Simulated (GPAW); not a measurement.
Worked example: self-consistent single point of Hf3Si (Fm-3m, 4 atoms in the cell) in GPAW

Method: PBE, GPAW PAW datasets PBE (gpaw-data 1.0.1) (plane waves; GPAW).

Input:

```python
from ase import Atoms
from ase.units import GPa
from gpaw import GPAW, PW

atoms = Atoms(['Si', 'Hf', 'Hf', 'Hf'],
              cell=[[0.000000, 3.735823, 3.735823],
                    [3.735823, 0.000000, 3.735823],
                    [3.735823, 3.735823, 0.000000]],
              positions=[[0.000000, 0.000000, 0.000000],
                         [3.735823, 3.735823, 3.735823],
                         [1.867911, 1.867911, 1.867911],
                         [5.603734, 5.603734, 5.603734]],
              pbc=True)

calc = GPAW(mode=PW(550),
            xc='PBE',
            kpts=(5, 5, 5),
            occupations={'name': 'methfessel-paxton', 'width': 0.2, 'order': 0},
            nbands=-8,
            convergence={'density': 1e-05},
            symmetry={'symmorphic': False, 'tolerance': 0.0005},
            maxiter=120)

atoms.calc = calc

energy = atoms.get_potential_energy()
print('Energy (eV):', round(energy, 6))
forces = atoms.get_forces()
print('Forces (eV/Ang):')
print(forces.round(5))
stress = atoms.get_stress()
print('Stress (GPa, Voigt):', (stress / GPa).round(4))
```

The program printed (abridged):

```
Input parameters:
  convergence: {density: 1e-05}
  kpts: [5 5 5]
  maxiter: 120
  mode: {ecut: 550.0,
         name: pw}
  nbands: -8
  occupations: {name: methfessel-paxton,
                order: 0,
                width: 0.2}
  symmetry: {symmorphic: False,
             tolerance: 0.0005}
  xc: PBE

species:
  Si:
    name: Silicon
    Z: 14.0
    valence: 4
    core: 10
    charge: 0.0
    file: Si.PBE.gz

    # Using partial waves for Si as LCAO basis

  Hf:
    name: Hafnium
    Z: 72.0
    valence: 12
    core: 60
    charge: 0.0
    file: Hf.PBE.gz

    # Using partial waves for Hf as LCAO basis

Reference energy: -1237544.690076  # eV

Spin-paired calculation

Convergence criteria:
 Maximum [total energy] change in last 3 cyles: 0.0005 eV / valence electron
 Maximum integral of absolute [dens]ity change: 1e-05 electrons / valence electron
 Maximum integral of absolute [eigenst]ate change: 4e-08 eV^2 / valence electron
 Maximum number of scf [iter]ations: 120

Symmetries present (total): 48
Symmetries with fractional translations: 0
125 k-points: 5 x 5 x 5 Monkhorst-Pack grid
10 k-points in the irreducible part of the Brillouin zone
       k-points in crystal coordinates                weights
   0:     0.00000000    0.00000000    0.00000000          1/125
   1:     0.20000000    0.20000000    0.00000000          6/125
   2:     0.20000000    0.20000000    0.20000000          8/125
   [... 7 lines left out ...]

Wave functions: Plane wave expansion
  Cutoff energy: 550.000 eV
  Number of coefficients (min, max): 3035, 3119
  Pulay-stress correction: 0.000000 eV/Ang^3 (de/decut=0.000000)

Occupation numbers: Methfessel-Paxton:
  width: 0.2000  # eV
  order: 0

Eigensolver

Densities:
  Coarse grid: 30*30*30 grid
  Fine grid: 60*60*60 grid
  Total Charge: 0.000000

Density mixing:
  Method: separate
  Backend: pulay
  Linear mixing parameter: 0.05
  old densities: 5
  Damping of long wavelength oscillations: 50

Hamiltonian:
  XC and Coulomb potentials evaluated on a 60*60*60 grid
  External potential:
    NoExternalPotential

XC parameters: PBE with 2 nearest neighbor stencil

Number of atoms: 4
Number of atomic orbitals: 43
Number of bands in calculation: 28
Number of valence electrons: 40
Bands to converge: occupied

Density initialized from atomic densities
  28 bands from LCAO basis set

Atomic positions and initial magnetic moments

Positions:
   0 Si     0.000000    0.000000    0.000000    ( 0.0000,  0.0000,  0.0000)
   1 Hf     3.735823    3.735823    3.735823    ( 0.0000,  0.0000,  0.0000)
   2 Hf     1.867911    1.867911    1.867911    ( 0.0000,  0.0000,  0.0000)
   3 Hf     5.603734    5.603734    5.603734    ( 0.0000,  0.0000,  0.0000)

Unit cell:
           periodic     x           y           z      points  spacing
  1. axis:    yes    0.000000    3.735823    3.735823    30     0.1438
  2. axis:    yes    3.735823    0.000000    3.735823    30     0.1438
  3. axis:    yes    3.735823    3.735823    0.000000    30     0.1438

  Lengths:   5.283252   5.283252   5.283252
  Angles:   60.000000  60.000000  60.000000

Effective grid spacing dv^(1/3) = 0.1569

     iter     time        total  log10-change:
                         energy   eigst   dens
iter:   1 --:--:--   -26.392325
iter:   2 --:--:--   -26.328906   -1.56  -1.24
iter:   3 --:--:--   -26.079646   -0.59  -1.26
iter:   4 --:--:--   -26.066511   -1.49  -1.70
iter:   5 --:--:--   -26.283083   -0.68  -1.74
iter:   6 --:--:--   -26.052918   -1.05  -1.53
iter:   7 --:--:--   -26.028461   -1.90  -2.12
iter:   8 --:--:--   -26.025877   -2.44  -2.19
iter:   9 --:--:--   -25.997695   -2.60  -2.14
iter:  10 --:--:--   -25.995810   -2.03  -2.44
iter:  11 --:--:--   -25.993942c  -3.11  -2.67
iter:  12 --:--:--   -25.992153c  -3.67  -2.81
iter:  13 --:--:--   -25.992518c  -4.26  -3.29
iter:  14 --:--:--   -25.992444c  -5.31  -3.26
iter:  15 --:--:--   -25.992217c  -4.75  -3.31
iter:  16 --:--:--   -25.992781c  -4.23  -3.50
   [... 2 lines left out ...]
iter:  19 --:--:--   -25.992264c  -4.87  -3.55
iter:  20 --:--:--   -25.992158c  -5.15  -3.74
iter:  21 --:--:--   -25.992170c  -6.25  -4.01
iter:  22 --:--:--   -25.992173c  -7.00  -4.10
iter:  23 --:--:--   -25.992187c  -6.42  -4.15
iter:  24 --:--:--   -25.992185c  -7.65c -4.26
iter:  25 --:--:--   -25.992187c  -6.73  -4.32
iter:  26 --:--:--   -25.992180c  -6.82  -4.47
iter:  27 --:--:--   -25.992177c  -7.16  -5.12c
iter:  28 --:--:--   -25.992180c  -8.39c -5.16c

Converged after 28 iterations.

Dipole moment: (-0.000007, -0.000007, -0.000007) |e|*Ang

Energy contributions relative to reference atoms: (reference = -1237544.690076)

Kinetic:        -34.628047
Potential:      +27.114162
External:        +0.000000
XC:             -16.927892
Entropy (-ST):   -0.153606
Local:           -1.473600
SIC:             +0.000000
--------------------------
Free energy:    -26.068983
Extrapolated:   -25.992180

Showing only first 2 kpts
 Kpt  Band  Eigenvalues  Occupancy
  0    18      5.58113    2.00000
  0    19      7.00070    1.41820
  0    20      7.00070    1.41820
  0    21      7.00070    1.41820

  1    18      5.96006    2.00000
  1    19      7.02126    1.31480
  1    20      7.02126    1.31480
  1    21      7.15417    0.59299

Fermi level: 7.07858

No gap
No difference between direct/indirect transitions
Energy (eV): -25.99218

Forces in eV/Ang:
  0 Si    0.00000   -0.00000    0.00000
  1 Hf    0.00000    0.00000    0.00000
  2 Hf    0.00000   -0.00000   -0.00000
  3 Hf    0.00000    0.00000    0.00000

Stress tensor:
     0.114287    -0.000000    -0.000000
    -0.000000     0.114287     0.000000
    -0.000000     0.000000     0.114287
Stress (GPa, Voigt): [18.3108 18.3108 18.3108  0.     -0.     -0.    ]
```

The run converged in 28 iterations. GPAW prints stress with tension positive.

The starting cell was generated: these elements placed on a structure prototype, without a prior relaxation; it need not be a known phase or ordering of this composition. Its lattice was rescaled by a random factor within 2.5 % of one. Spin-orbit coupling is off. With a pressure of about -18 GPa the cell is away from its equilibrium volume at this level.

Cost on one core of a shared machine: roughly 60 s.
